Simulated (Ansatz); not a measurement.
The structure below was relaxed with r2SCAN+rVV10 (Ansatz, a quantum-chemistry and plane-wave program; PAW; 500 eV plane waves; no spin-orbit coupling).

Space group R-3m, hexagonal axes (No. 166); a = b = 3.7610 Å, c = 10.7337 Å, α = β = 90.00°, γ = 120.00°

```json
[
 {"atom": "As", "site": "6c", "symmetry": "3m", "x": "0.0000", "y": "0.0000", "z": "0.2260"}
]
```

Write out a cell with all atoms.


```cif
data_As6
_chemical_formula_sum 'As6'
_space_group_name_H-M_alt 'P 1'
_space_group_IT_number 1
_cell_length_a 3.76104
_cell_length_b 3.76104
_cell_length_c 10.73374
_cell_angle_alpha 90.000
_cell_angle_beta 90.000
_cell_angle_gamma 120.000
loop_
_space_group_symop_operation_xyz
  'x, y, z'
loop_
_atom_site_label
_atom_site_type_symbol
_atom_site_fract_x
_atom_site_fract_y
_atom_site_fract_z
_atom_site_occupancy
As1 As 0.33333 0.66667 0.89266 1
As2 As 0.00000 0.00000 0.77400 1
As3 As 0.00000 0.00000 0.22600 1
As4 As 0.66667 0.33333 0.10734 1
As5 As 0.66667 0.33333 0.55933 1
As6 As 0.33333 0.66667 0.44067 1
```
This is the conventional cell.

No phonon test of stability was made. The cell was made from Bi by this change: Bi → As.
